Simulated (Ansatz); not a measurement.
Cell and atoms of amorphous Ta16O42Zr:

```xyz
59
Lattice="9.6668 0.0000 0.0000 0.0000 9.6668 0.0000 0.0000 0.0000 9.6668" Properties=species:S:1:pos:R:3 pbc="T T T"
Ta     6.6451     0.0159     8.7661
Ta     5.9104     2.3530     6.0274
Ta     2.8133     6.7539     3.9738
Ta     1.6657     2.2581     0.2779
Ta     0.2966     3.4376     4.7522
Ta     8.8525     7.1265     8.7862
Ta     3.7557     7.4014     7.5640
Ta     8.3504     0.3879     5.4287
Ta     9.2409     6.6381     5.7303
Ta     8.9381     4.3020     1.2375
Ta     3.5537     0.1949     2.7932
Ta     6.7016     0.6405     2.6807
Ta     5.5936     3.0567     0.8936
Ta     6.4406     5.2668     8.2505
Ta     6.2247     5.2340     3.6853
Ta     2.3451     1.0537     6.3762
O      2.8920     9.1089     7.1613
O      8.4901     8.9955     8.6708
O      1.4010     4.2329     0.5266
O      0.8783     7.0906     4.4225
O      0.5032     4.8910     5.8409
O      7.6672     5.8095     4.8342
O      3.0411     0.3786     4.5403
O      9.4785     2.4203     0.6066
O      0.4994     7.2552     7.3555
O      0.1324     3.7991     2.9249
O      8.0973     8.2403     5.8122
O      2.5771     5.3001     2.8716
O      5.1809     8.6574     8.2620
O      7.0903     2.4595     2.0718
O      6.5751     3.6744     7.1697
O      7.1269     0.9347     7.0253
O      2.8675     8.0490     2.5986
O      3.0902     6.5825     9.1050
O      4.8319     6.4673     3.9640
O      4.9378     4.6127     9.2865
O      2.2102     0.8809     1.5028
O      5.0668     4.5718     2.0952
O      8.4907     2.4738     5.3350
O      1.8760     2.5900     5.1387
O      6.9932     6.8347     9.3086
O      8.4132     0.1833     3.5169
O      9.4679     6.0907     0.5809
O      7.3317     4.0231     0.0808
O      5.8059     1.6871     9.1936
O      5.7442     3.6630     4.6219
O      5.2736     9.0077     2.9528
O      3.0491     6.7364     5.9277
O      3.4968     3.0212     0.5969
O      7.6427     5.1903     2.3501
O      8.2295     5.8096     7.4501
O      1.8073     1.8185     8.1143
O      5.2909     6.2859     7.1650
O      0.5110     0.4484     5.9675
O      4.8280     1.6395     2.2258
O      4.1757     1.9507     6.5130
O      6.3846     0.9966     4.6957
O      6.9549     9.5029     0.9882
Zr     3.2394     5.0648     0.8875
```

Calculation: PBE, scalar-relativistic without spin-orbit coupling (plane waves to 420 eV, PAW; Ansatz, a first-principles code).

The cell was made by melting and quenching with the CHGNet potential and then relaxed with DFT. O atoms were pushed apart under 1.9 Å during the dynamics, to hinder bonds among them. The hot cell started wider than the set density and was brought back towards it in steps. It is the lowest in DFT energy of 2 quenches. It is a model cell: composition and starting density were chosen by hand, and all elements were melted together. No dispersion term was used. Its density started from a set value of 7.30 and ended at 6.72 g/cm³. The simulated quench (nominally 360 K/ps over its main leg) is rapid and tends to freeze in more defects than a deposited or slowly cooled glass has. One small periodic cell is one sample of the glass; other quenches scatter about these values. The volume was free in the relaxation, at fixed shape. Stress components on the final sampling reach 3.8 GPa. Cycles of charging lowered its energy after that relaxation.

Cut-offs for bonds: Ta-Ta 3.12 Å, Ta-O 2.38 Å, Ta-Zr 3.27 Å, O-O 1.58 Å, O-Zr 2.65 Å, Zr-Zr 3.41 Å. Two cations that share two anions don't count as bonded, nor two that share one unless they lie closer than Ta-Ta 3.04 Å, Ta-Zr 3.18 Å, Zr-Zr 3.32 Å.

Give the coordination numbers, mean bond lengths and angles.


```yaml
Mean coordination of Ta by anions: 5.44 (1 with 4, 8 with 5, 6 with 6, 1 with 7)
Mean coordination of O: 2.21 (33 with 2, 9 with 3)
Mean coordination of Zr by anions: 6.00 (1 with 6)
Mean Ta-O bond: 1.972 Å (spread 0.090 Å, 87 counted)
Mean O-Zr bond: 2.125 Å (spread 0.064 Å, 6 counted)
Bond angle at Ta: mean 104.8°, spread 27.1°
Bond angle at O: mean 129.7°, spread 23.5°
Bond angle at Zr: mean 100.6°, spread 26.5°
```

List the pairs of like atoms that count as bonded by the rules above.

There are none by these rules.
